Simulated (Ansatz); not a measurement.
# Point defects in CdSe

The parent structure is a 16-atom supercell of CdSe in the zinc blende structure (space group F-43m, No. 216; a = 6.196 Å) at its relaxed geometry.

One neutral defect a cell, atoms relaxed at fixed cell.

Method: PBE in Ansatz (plane waves to 420 eV, PAW, spin-orbit coupling left out), earlier PAW set.

```csv
case,largest displacement of a host atom from its site in the perfect cell,pressure
perfect supercell,–,0.0 GPa
"Ir on a Se site, symmetric start",0.01 Å,0.1 GPa
"Hg on a Cd site, symmetric start",0.02 Å,0.2 GPa
Se on a Cd site (antisite),…,…
"Cd interstitial (started 2.53 Å from the nearest host atom), symmetric start",0.20 Å,3.1 GPa
"Te on a Se site, symmetric start",0.11 Å,1.2 GPa
```

### Question
Complete the table.

### Answer

- Se on a Cd site (antisite), largest displacement of a host atom from its site in the perfect cell: 0.25 Å
- Se on a Cd site (antisite), pressure: 0.4 GPa

Other magnetic orders, which the real material may have, were not ruled out. In so small a cell the defect repeats every few ångströms: this is an ordered compound, not a dilute defect. A case with no gap was solved on a k-mesh chosen for an insulator, which is coarse for it. Defects with a symmetric start kept the site's symmetry and may sit on a saddle; the others started slightly shaken. Starting moments died away, wholly or in part, for Hg on a Cd site, Se on a Cd site (antisite), Cd interstitial (started 2.53 Å from the nearest host atom) and Te on a Se site; another magnetic solution may exist.

Ansatz is a first-principles code.
